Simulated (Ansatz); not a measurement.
Take ZnSnAs$_{2}$ in the chalcopyrite structure (space group I-42d, No. 122; a = 5.839 Å, c = 11.737 Å) as the base. Axes: x, y, z lie along a, b, c of the conventional cell.

Level of theory: Ansatz (a program for electronic structure) PBEsol, scalar-relativistic without spin-orbit coupling.

Strains are applied to the cell and any free atomic positions relax; under biaxial strain the out-of-plane vector relaxes too.

One change was made to it. Results:

| quantity | base | after |
|---|---|---|
| pressure (mean of the normal stresses, compression positive) | 0.0 GPa | 2.0 GPa |
| band gap | zero | zero |
| energy relative to the base (free energy F) | 0 meV/atom | +13 meV/atom |
| shortest interatomic distance | 2.449 Å | 2.421 Å |

### Question
Name the change that was made.
A. biaxial strain −0.75 %, plane normal [001], relaxed out of plane
B. biaxial strain −1.50 %, plane normal [001], relaxed out of plane
C. biaxial strain −3.00 %, plane normal [001], relaxed out of plane
D. biaxial strain −2.25 %, plane normal [001], relaxed out of plane

### Answer
C, biaxial strain −3.00 %, plane normal [001], relaxed out of plane. For comparison, the energy relative to the base in the other runs: biaxial strain −2.25 %, plane normal [001], relaxed out of plane gives +7.4 meV/atom; biaxial strain −0.75 %, plane normal [001], relaxed out of plane gives +0.8 meV/atom; biaxial strain −1.50 %, plane normal [001], relaxed out of plane gives +3.2 meV/atom.

The mesh was chosen for an insulator and is coarse for the gapless case. No phonon test of stability was made. All final runs are without spin polarisation. A zero or small gap of ZnSnAs2 can be the functional's error rather than a property of the material.
